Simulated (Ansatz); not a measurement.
A zone-centre phonon calculation of Si (R-3, 8 atoms in the cell) with Ansatz (a first-principles code).

Method: LDA (PW92), default PAW files made with PBE (plane waves; Ansatz).

```
CELL_PARAMETERS angstrom
      4.72738     2.72935     1.88965
     -4.72738     2.72935     1.88965
      0.00000    -5.45870     1.88965
ATOMIC_POSITIONS crystal
  Si 0.01710 0.71491 0.51876
  Si 0.98290 0.28509 0.48124
  Si 0.51876 0.01710 0.71491
  Si 0.48124 0.98290 0.28509
  Si 0.71491 0.51876 0.01710
  Si 0.28509 0.48124 0.98290
  Si 0.71285 0.71285 0.71285
  Si 0.28715 0.28715 0.28715
```

Reference input (self-consistent single point, DFT, LDA (PW92), plane waves, default PAW files made with PBE): basis.ecutwfc = 420 eV; kpoints.mp_grid.grid = 7 7 7; hamiltonian.xc = lda; hamiltonian.pseudopotentials = {kind: paw} (the program's default PAW files); scf.occupations.method = gaussian; scf.occupations.width = 0.1 eV. This run's input differs from it in these lines:

```diff
@@ -28,6 +28,6 @@
     width: 0.1 eV
-output:
-  forces: true
-  eigenvalues: true
-  stress: true
+  convergence:
+    dr2_threshold: 1.0e-07 eV
+phonons:
+  method: dfpt
```

Output, abridged:

```
SCF iter   1: F=—  HF=-4868.158720 eV  |F-HF|=—  |Δ(HF+E_count)|=         —  Δρ=4.09e-3  dr2=2.11e-2  ethr=1.77e-3  ⟨swp⟩=6.9  Hψ=24116  notcnv=0
all-band conjugate gradients solve this SCF's bands
preconditioner: auto → Kerker (q_TF=auto, 2.118 Å⁻¹)
SCF iter   2: F=—  HF=-4868.155428 eV  |F-HF|=—  |Δ(HF+E_count)|=   3.29e-3  Δρ=2.40e-3  dr2=7.60e-3  ethr=6.60e-5  ⟨swp⟩=1.1  Hψ=5525  notcnv=0
SCF iter   3: F=—  HF=-4868.153293 eV  |F-HF|=—  |Δ(HF+E_count)|=   2.13e-3  Δρ=2.04e-4  dr2=5.64e-5  ethr=2.38e-5  ⟨swp⟩=2.8  Hψ=6540  notcnv=0
SCF iter   4: F=—  HF=-4868.153284 eV  |F-HF|=—  |Δ(HF+E_count)|=   9.53e-6  Δρ=5.44e-5  dr2=5.30e-6  ethr=1.76e-7  ⟨swp⟩=2.0  Hψ=6325  notcnv=0
SCF iter   5: F=—  HF=-4868.153283 eV  |F-HF|=—  |Δ(HF+E_count)|=   6.35e-7  Δρ=1.00e-5  dr2=2.81e-7  ethr=1.66e-8  ⟨swp⟩=2.0  Hψ=6431  notcnv=0
SCF iter   6: F=-4868.153283 eV  HF=-4868.153283 eV  |F-HF|=5.36e-9  |Δ(HF+E_count)|=   5.04e-8  Δρ=1.50e-6  dr2=8.82e-9  ethr=3.13e-10  ⟨swp⟩=13.3  Hψ=30314  notcnv=0
SCF 1 converged in 6 iterations: F = -4868.153283 eV  dr2 = 8.82e-9
DFPT response loops at Γ: preconditioner auto → Kerker (q_TF=auto, 2.118 Å⁻¹) (partly filled bands, converged f_vac=0.000) …
Free energy (F): -4868.153283 eV
Internal energy: -4868.150918 eV  (E = F + TS)
E sigma→0 (E₀):  -4868.152100 eV
Entropy (-TS):   -0.002365 eV (-0.296 meV/atom)
Fermi energy:    7.316081 eV
--- Phonons (Γ-DFPT): 5 representative perturbations + reference, on 172 of 343 k-points (Σ response iterations 25) ---
   [... lines left out ...]
  ASR residual per site (eV/Å²): 2.58e-4 2.58e-4 2.51e-4 2.51e-4 2.93e-4 2.93e-4 2.15e-4 2.15e-4
  Γ frequencies (cm⁻¹): 0.00 0.00 0.00 132.86 154.96 161.76 161.76 164.41 164.41 185.32 335.01 364.18 364.18 366.16 366.16 374.66 382.62 401.75 408.61 408.61 450.31 450.31 454.38 454.38
  non-analytic LO–TO correction: not included (Born effective charges unavailable; polar crystals: no LO–TO splitting at Γ)
```

The run converged in 6 iterations. 

Summary of the result:
| Item | Result |
|---|---|
| Free energy E − TS (on the zero of these files) | -4868.1533 eV |
| Zone-centre frequencies (cm⁻¹; negative means imaginary) | 0, 0, 0, 133, 155, 162, 162, 164, 164, 185, 335, 364, 364, 366, 366, 375, 383, 402, 409, 409, 450, 450, 454, 454 |

The starting cell comes from a database of computed structures (which also holds hypothetical and non-ambient phases and stackings), without a prior relaxation at this level. Its lattice was rescaled by up to half a per cent.

Cost on one core of a shared machine: roughly 6 min.

Keys are those of Ansatz 0.2.
